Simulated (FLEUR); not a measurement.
Input and output of a self-consistent single point for BeS (F-43m, 2 atoms in the cell) (FLEUR).

Level of theory: PBE, all-electron FLAPW (FLEUR), scalar-relativistic valence.

The change in words: lattice scaled by 0.98. Reference geometry:
```yaml
crystal:
  lattice:
    - [0.00000, 2.39594, 2.39594]
    - [2.39594, 0.00000, 2.39594]
    - [2.39594, 2.39594, 0.00000]
  atoms:
    - { symbol: Be, position: [0.00000, 0.00000, 0.00000] }
    - { symbol: S, position: [0.75000, 0.75000, 0.75000] }
```

Reference input (self-consistent single point, DFT, PBE, all-electron FLAPW (FLEUR), scalar-relativistic valence): Kmax = 4 1/bohr; GmaxXC = 20 1/bohr; xcFunctional = pbe; jspins = 1; l_soc = F; mode = hist; fermiSmearingEnergy = 0.0001 Htr; mesh (inpgen div1-3) = 8 8 8; inpgen gamma flag = true; Gmax = 20 1/bohr; numbands = 0; maxIterBroyd = 99. This run's input differs from it in these lines:

```diff
@@ -3,5 +3,5 @@
 &input film=f /
--0.0000000000 4.5276779699 4.5276779699
-4.5276779699 0.0000000000 4.5276779699
-4.5276779699 4.5276779699 0.0000000000
+-0.0000000000 4.4371241838 4.4371241838
+4.4371241838 0.0000000000 4.4371241838
+4.4371241838 4.4371241838 -0.0000000000
 1.0
@@ -43,5 +43,5 @@
          <bravaisMatrix>
-            <row-1>    0.0000000000000000     4.5276779699000000     4.5276779699000000</row-1>
-            <row-2>    4.5276779699000000     0.0000000000000000     4.5276779699000000</row-2>
-            <row-3>    4.5276779699000000     4.5276779699000000     0.0000000000000000</row-3>
+            <row-1>    0.0000000000000000     4.4371241838000000     4.4371241838000000</row-1>
+            <row-2>    4.4371241838000000     0.0000000000000000     4.4371241838000000</row-2>
+            <row-3>    4.4371241838000000     4.4371241838000000     0.0000000000000000</row-3>
          </bravaisMatrix>
```

Log, with long lists cut:

```
 Iteration:     1   Distance:       9.70273428 me/bohr^3
 Iteration:     2   Distance:       9.12333477 me/bohr^3
 Iteration:     3   Distance:       2.07246268 me/bohr^3
 Iteration:     4   Distance:       1.03094419 me/bohr^3
 Iteration:     5   Distance:       0.51216108 me/bohr^3
   [... 4 lines left out ...]
 Iteration:    10   Distance:       0.00150757 me/bohr^3
 Iteration:    11   Distance:       0.00063956 me/bohr^3
 Iteration:    12   Distance:       0.00018368 me/bohr^3
 Iteration:    13   Distance:       0.00000548 me/bohr^3
 Run finished successfully
 Stop message:
   Structural relaxation: Done

[file out, last iteration]
             iter=     14
[...]
          total density-effective poten   -6.4439749762E+02
          total charge density-energy d   -2.8633246294E+01
 Updated energy parameters for spin:           1
[...]
 fermi energy and band-weighting factors:
    0.474996

[...]
FERMIE:
          first approx. to ef    (T=0)  :   0.227397 htr   (energy of the highest occ. eigenvalue)
          number of occ. states  (T=0)  :        145
          first approx. to seigv (T=0)  :  -6.605490 htr
          sum of weights of occ. states :   5.000000
          sum of semicore charge        :   0.000000 e
FERHIS:  Fermi-Energy by histogram:
          bandgap                     :   0.105629 htr
   [... lines left out ...]
          charge neutrality (T=0)     :   0.000000    (zero if the highest occ. eigenvalue is "entirely" occupied)
 Direct bandgap for spin            1 :   0.20568297544149286       Htr
 ---->    free energy=                      -414.0390654550 htr
   [... lines left out ...]
      extrapolation for T->0
 ---->    total electron energy=            -414.0390654550 htr
 ***** TOTAL FORCES ON ATOMS *****
 TOTAL FORCE FOR ATOM TYPE=  1  X=  0.000   Y=  0.000   Z=  0.000
                       FX_TOT= 0.000000 FY_TOT= 0.000000 FZ_TOT= 0.000000
 TOTAL FORCE FOR ATOM TYPE=  2  X= -2.219   Y= -2.219   Z= -2.219
                       FX_TOT= 0.000000 FY_TOT= 0.000000 FZ_TOT= 0.000000
 Structural relaxation: Done
```

The run converged in 13 iterations. FLEUR gives forces in its relaxation mode, with a further iteration, so its stop message speaks of a relaxation. Against the reference run the free energy goes up by 52.2 meV/atom and the gap on the mesh goes from 3.028 to 2.874 eV.

The starting cell comes from a database of computed structures (which also holds hypothetical and non-ambient phases and stackings), without a prior relaxation at this level. Its lattice was rescaled by a random factor within 2.5 % of one. For this run, on top of that: lattice scaled by 0.98. Values depend on the basis (sphere radii, cutoffs, local orbitals), which need not be converged.
